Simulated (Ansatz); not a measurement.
HfC (model structure, started from the CsCl type, Pm-3m, No. 221, 2 atoms in the cell), treated with PBEsol (PAW; Ansatz, an electronic-structure program).

Run with plane-wave cutoff 520 eV, 18×18×18 k mesh, Fermi–Dirac smearing 0.05 eV, scalar-relativistic PAW data made under PBE.

Cell (relaxed at this level):

Space group Pm-3m (No. 221); a = 2.8689 Å, b = 2.8689 Å, c = 2.8689 Å, α = 90.00°, β = 90.00°, γ = 90.00°

| atom | site | symmetry | x | y | z |
|---|---|---|---|---|---|
| Hf | 1a | m-3m | 0.0000 | 0.0000 | 0.0000 |
| C | 1b | m-3m | 0.5000 | 0.5000 | 0.5000 |

### Question
Predict the bulk modulus.

### Answer

- bulk modulus: 219 GPa

The run finds no gap.

Note: the bulk modulus is −V dP/dV from two relaxed cells at ±2 % in volume; the relaxation could raise the start's symmetry but not lower it, so the cell can be a saddle point.

Spin–orbit coupling is not included; it can open a gap where bands touch, and shift volumes and moduli.

Static lattice: no zero-point or thermal effects.

Cost on a shared machine: about 50 core-seconds (a rough figure).

A model structure was made by putting elements into a prototype or built by hand; it is no filed structure, need not be a known phase, and can be a saddle point held by its symmetry.
